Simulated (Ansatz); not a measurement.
Structures of equal composition on the (100) surface of rock-salt TiC: Sc on all Ti sites of the second plane; Sc on all Ti sites of the top plane. The slabs share one bottom face, and each structure is named by its start. These are constructed structures in small cells; real faces may alloy, dewet or reconstruct in larger ones, and not all known structures of the face are among them. Slabs of about 13 Å, Fermi-Dirac smearing of 0.1 eV. Bottom of the slabs: a bare face, its two planes held. Relaxed from the named starts with such symmetry as they have, on meshes of like density; energies extrapolated to zero smearing; spin only where a row says so; no spin-orbit coupling, no U. Brackets mark spin-polarised runs, whose order is one that fits the cell.

These are PBE (plane waves to 420 eV, PAW; Ansatz, a program for electronic structure) values and carry that method's errors.

Task: Order them by energy per 1x1 cell (lowest first) at the level PBE.

Result: Sc on all Ti sites of the top plane (0.000 eV), Sc on all Ti sites of the second plane (0.396 eV)
